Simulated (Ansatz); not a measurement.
**monoclinic HfO2 (1 0 0) on silicon (0 0 1) (film strained to the substrate, started from cuts of the bulks and a machine-learned relaxation; slabs Si24 and O20Hf8, which can lie off the formulas)**

A periodic stack without vacuum, monoclinic HfO2 (1 0 0) on silicon (0 0 1) (film strained to the substrate, started from cuts of the bulks and a machine-learned relaxation; slabs Si24 and O20Hf8, which can lie off the formulas): substrate slab Si24, film O20Hf8, surface cells [[0, -1], [2, 1]] and [[0, 1], [-1, 0]], film strained by +2.2 and +5.0 %, outermost planes Si/Si and O/O as cut, which need not be the usual terminations and can put a slab off its formula.

The start was prepared with a machine-learned potential, and the result is one local minimum, with the in-plane cell held and forces under 0.04 eV/Å; the film can end far from its bulk form.

Levels used, each named beside its values: PBE (plane waves to 420 eV, PAW; Ansatz, a quantum-chemistry and plane-wave program); HSE06 (plane waves to 420 eV, PAW; Ansatz). Geometries and values that name no level are of the first. No spin–orbit coupling; PBE gaps are too small against experiment. Its k-point mesh 4×4×1, Fermi–Dirac width 0.05 eV. HSE06 ran on meshes of its own (6×6×6, 3×3×3); its edges and gaps are taken over the mesh and over extra points off it, mostly where PBE has its edges.

- interface area = 29.9 Å²
- period = 27.71 Å
- heights between the nearest atoms of the two slabs at the two interfaces = 0.59 and 0.52 Å
- O–Si contacts across the interfaces within 1.22 times the sum of covalent radii = 8, mean 1.69 Å
- Hf–Si contacts across the interfaces within 1.22 times the sum of covalent radii = 3, mean 3.18 Å
- PBE gap of the stack on the mesh, by band count = 0.71 eV
- valence offset, film less substrate (PBE) = -2.28 eV
- conduction offset (PBE) = +1.06 eV
- valence offset, film less substrate (HSE06 edges on the PBE line-up) = -3.01 eV
- conduction offset (HSE06 edges on the PBE line-up) = +1.38 eV
- spin-polarised check at this geometry = falls back to no moment

```yaml
crystal:
  lattice:
    - [5.47000, 0.00000, -0.01118]
    - [0.00003, 5.46995, 0.02693]
    - [0.62311, 1.28109, 27.71428]
  atoms:
    - { symbol: Si, position: [0.02264, 0.01853, 0.06624] }
    - { symbol: Si, position: [0.53529, 0.49237, 0.06515] }
    - { symbol: Si, position: [0.33370, 0.20948, 0.01646] }
    - { symbol: Si, position: [0.74963, 0.80335, 0.02002] }
    - { symbol: Si, position: [0.51987, 0.97629, 0.16310] }
    - { symbol: Si, position: [0.02312, 0.48783, 0.16604] }
    - { symbol: Si, position: [0.78099, 0.25114, 0.11751] }
    - { symbol: Si, position: [0.27068, 0.73824, 0.11306] }
    - { symbol: Si, position: [0.01058, 0.95973, 0.26301] }
    - { symbol: Si, position: [0.51132, 0.45256, 0.26332] }
    - { symbol: Si, position: [0.26843, 0.21697, 0.21319] }
    - { symbol: Si, position: [0.76352, 0.72113, 0.21448] }
    - { symbol: Si, position: [0.50125, 0.92532, 0.36200] }
    - { symbol: Si, position: [0.00005, 0.43560, 0.36168] }
    - { symbol: Si, position: [0.75683, 0.19250, 0.31323] }
    - { symbol: Si, position: [0.25476, 0.69406, 0.31178] }
    - { symbol: Si, position: [0.99188, 0.91672, 0.45878] }
    - { symbol: Si, position: [0.48979, 0.39152, 0.46201] }
    - { symbol: Si, position: [0.24762, 0.17218, 0.40949] }
    - { symbol: Si, position: [0.74418, 0.66349, 0.41273] }
    - { symbol: Si, position: [0.51597, 0.81040, 0.55889] }
    - { symbol: Si, position: [0.95178, 0.41807, 0.55625] }
    - { symbol: Si, position: [0.73680, 0.12592, 0.51331] }
    - { symbol: Si, position: [0.22769, 0.64733, 0.50670] }
    - { symbol: O, position: [0.89661, 0.95003, 0.62207] }
    - { symbol: O, position: [0.14311, 0.35072, 0.59899] }
    - { symbol: O, position: [0.70746, 0.57714, 0.58006] }
    - { symbol: O, position: [0.41138, 0.88052, 0.61334] }
    - { symbol: Hf, position: [0.70235, 0.71196, 0.66109] }
    - { symbol: Hf, position: [0.18551, 0.57614, 0.73771] }
    - { symbol: Hf, position: [0.68074, 0.18394, 0.73773] }
    - { symbol: Hf, position: [0.17591, 0.10360, 0.65456] }
    - { symbol: O, position: [0.68401, 0.95196, 0.79919] }
    - { symbol: O, position: [0.01295, 0.28781, 0.77530] }
    - { symbol: O, position: [0.51029, 0.45672, 0.77464] }
    - { symbol: O, position: [0.18720, 0.78364, 0.79966] }
    - { symbol: O, position: [0.91012, 0.40296, 0.68854] }
    - { symbol: O, position: [0.95816, 0.87465, 0.71010] }
    - { symbol: O, position: [0.46069, 0.90382, 0.70480] }
    - { symbol: O, position: [0.41227, 0.38990, 0.68755] }
    - { symbol: Hf, position: [0.51073, 0.66007, 0.83659] }
    - { symbol: Hf, position: [0.99177, 0.52075, 0.91946] }
    - { symbol: Hf, position: [0.52296, 0.13505, 0.91287] }
    - { symbol: Hf, position: [0.01666, 0.05305, 0.83684] }
    - { symbol: O, position: [0.50334, 0.96581, 0.99752] }
    - { symbol: O, position: [0.79890, 0.25987, 0.95101] }
    - { symbol: O, position: [0.28759, 0.33159, 0.96090] }
    - { symbol: O, position: [0.92766, 0.71913, 0.97684] }
    - { symbol: O, position: [0.73960, 0.36463, 0.86412] }
    - { symbol: O, position: [0.77667, 0.83721, 0.88528] }
    - { symbol: O, position: [0.28760, 0.84800, 0.88764] }
    - { symbol: O, position: [0.24867, 0.33361, 0.86925] }
```
